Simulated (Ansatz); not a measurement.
## TiC under load (space group R-3m): band-structure transport figures

Data:

```xyz
2
Lattice="-0.0080 2.1407 2.1407 2.1407 -0.0080 2.1407 2.1407 2.1407 -0.0080" Properties=species:S:1:pos:R:3 pbc="T T T"
Ti     0.0000     0.0000     0.0000
C      2.1367     2.1367     2.1367
```

Computed with PBEsol, rigid bands (plane waves, PAW, scalar-relativistic; Ansatz, a quantum-chemistry and plane-wave program). Condition of this run: uniaxial stress along [111] of 2 GPa (compression positive) (the target of the relaxation). How the cell was made: cell and atoms relaxed with PBEsol, then loaded as said.

```
Property                                                          Result
------------------------------------  ----------------------------------
density of states at the Fermi level  0.287 states/(eV·cell), both spins
bare Sommerfeld coefficient                    0.34 mJ/(mol of atoms·K²)
Drude plasma energy                                               3.6 eV
root-mean-square Fermi velocity                                5.9e5 m/s
resistivity times τ                                      37 ×10⁻²² Ω·m·s
```

A metal at this level (no band gap); rigid bands, thermally averaged at 300 K, both spins. Spin-orbit coupling is left out. τ is one relaxation time for all states.
